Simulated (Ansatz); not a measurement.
**Cs under a change: Cs → Li**

The reference is Cs in the bcc (W type) structure (space group Im-3m, No. 229; a = 6.2752 Å).

The change: every Cs is replaced by Li; the structure is relaxed again.

Calculations: Ansatz (an electronic-structure program) r2SCAN, scalar-relativistic without spin-orbit coupling. k-mesh 19×19×19 (Γ-centred); smearing 0.05 eV (Fermi–Dirac), for the changed cell.

- Volume per atom = 21.03 Å³ (base 123.55 Å³)
- Density = 0.55 g/cm³ (base 1.79 g/cm³)
- Lattice parameter a = 6.571 bohr (base 11.858 bohr)
- Space group = Im-3m (No. 229) (base Im-3m (No. 229))
- Band gap = zero (base zero)

Stability against distortions was not tested. All final runs are without spin polarisation.
